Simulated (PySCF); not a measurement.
PySCF 2.14.0, TPSSH/def2-svpd, df: Sr(NMe2)(SH) (C[N](C)[Sr][SH]), 12 atoms. The geometry is a generated start, not checked to be a minimum at this level.

```json
{
 "task": "energy",
 "method": "tpssh",
 "basis": "def2-svpd",
 "two_electron_scheme": "density fitting",
 "mol.max_memory": "3000 MB",
 "mf.max_cycle": "100",
 "mf.init_guess": "minao (default)",
 "mf.DIIS": "CDIIS (default)",
 "mf.diis_space": "8 (default)",
 "mf.conv_tol": "1e-09 (default)",
 "mf.grids.level": "3 (default)",
 "effective_core_potentials": "those of the basis set, past Kr",
 "basis_functions": "169",
 "grid_points": "151584"
}
```

```xyz
12

Sr     0.6663    -2.0233     0.1108
N     -0.6339    -0.1338    -0.5602
C     -0.2700     0.4854    -1.8059
C     -0.5709     0.8277     0.5021
H     -0.9869     1.2823    -2.0458
H      0.7339     0.9566    -1.7886
H     -0.3040    -0.2551    -2.6076
H      0.4213     1.3221     0.5836
H     -1.3086     1.6211     0.3367
H     -0.8032     0.3418     1.4520
S      1.2791    -1.6249     2.7306
H      1.7769    -2.7999     3.0923
```

One run each on 2 threads, 1 BLAS thread. Values of level_shift (Hartree) tried: 0 (default), 0.1, 0.3, 1.

Q: Predict the course of the Fock builds along this series.

A: Fewest Fock builds: 0 (default) with 15. The count rises to 95 at 1. All converge to one solution.

| level_shift (Hartree) | Fock builds | end |
|---|---|---|
| 0 (default) | 15 | same solution |
| 0.1 | 17 | same solution |
| 0.3 | 32 | same solution |
| 1 | 95 | same solution |
